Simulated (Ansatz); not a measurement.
Take ZnS in the zinc blende structure (space group F-43m, No. 216; a = 5.2968 Å) as the base. Axes: x, y, z lie along the cube axes.

All numbers come from Ansatz (an electronic-structure program), LDA, PAW, cutoff 420 eV, spin-orbit coupling left out.

Base values:

- Volume per atom: 18.58 Å³
- Valence-band top at Γ: 0.00, 0.00, 0.00 eV

Modification: tensile biaxial strain of 1.50 % in the plane normal to [001], as in epitaxy on a mismatched substrate; the out-of-plane cell vector and the atoms relax.

Q: What happens to the volume per atom and valence-band top at Γ?

A: The volume per atom rises by 0.20 Å³, from 18.58 Å³ to 18.78 Å³; the valence-band top at Γ (three highest levels, from the VBM) becomes 0.00, -0.12, -0.12 eV (base: 0.00, 0.00, 0.00 eV).

The levels and masses belong to the bands next to the band gap. No phonon test of stability was made.
